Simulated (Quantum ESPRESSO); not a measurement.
σyy against uniaxial strain in rock-salt ZrC (space group 225): C12 (Quantum ESPRESSO, LDA)

```
ZrC
1.0
    0.00000     2.32113     2.32113
    2.28632     0.00000     2.32113
    2.28632     2.32113     0.00000
Zr C
1 1
Direct
  0.00000   0.00000   0.00000
  0.50000   0.50000   0.50000
```

Level of theory: LDA (PZ), GBRV 1.5 ultrasoft (LDA) pseudopotentials (plane waves; Quantum ESPRESSO 7.5). Settings: ecutwfc = 52 Ry; ecutrho = 416 Ry; occupations = smearing; smearing = fermi-dirac; degauss = 0.0036749 Ry; potentials = {Zr: zr_lda_v1.uspp.F.UPF, C: c_lda_v1.2.uspp.F.UPF}; K_POINTS = automatic 24 24 24 0 0 0; conv_thr = 1e-10 Ry. The cell above is the first row's. The rows stretch one cube axis (x) by the strain ε and hold the other two. Stress is positive in tension. In all rows fractional positions and the k mesh are held.

```
ε (%)  σyy (GPa)
-----  ---------
-1.5           ?
-1.0       -1.07
-0.5       -0.51
0.0         0.05
0.5         0.59
1.0         1.12
1.5         1.63
2.0         2.14
```

Task: Using a parabola, estimate the missing σyy at ε = -1.5 from the other rows, showing the fit.

Result: Least squares gives σyy = 0.048 + 1.0948·ε - 0.0248·ε². Residuals (row less fit): 0.002, -0.004, 0.002, 0.001, 0.002, -0.004, 0.002; standard error 0.004 (degrees of freedom: 4). The slope at ε = 0, 1.0948 GPa per cent, gives C12 ≈ 100 × 1.0948 = 109 GPa, for the static lattice. At the withheld row, σyy = 0.048 + 1.0948 × (-1.5) - 0.0248 × (-1.5)² = -1.650 GPa. The calculation gives -1.65 GPa, which the fit meets to the printed digits. The row lies outside the fitted rows, so this is an extrapolation. From the scatter of the fitted rows alone, a prediction at this place has a standard error of 0.007 GPa, so the miss is 0.0 times that.

Carrying the step between the two nearest rows on in a straight line would have given -1.63, off by 0.02; series whose last step already gives the withheld value aren't shown. The reference cell has the volume at which an earlier scan in this program and functional put its minimum by a fit. The runs keep the symmetry of the cell, so they don't test it for distortions. The unstrained cell stands at a pressure of -0.05 GPa, and the constants belong to that pressure. By symmetry this strain leaves no force on the atoms; the largest in the rows is 0.000 eV/Å. Without a gap such slopes are sensitive to mesh and smearing. Cutoffs and mesh are single choices, not tested for convergence of this quantity. Series with a scatter that would blur these digits, or in which a gap closes, are not shown. Strain series were run only where this level's volume lies within 10 % of a first guess from the measured size.
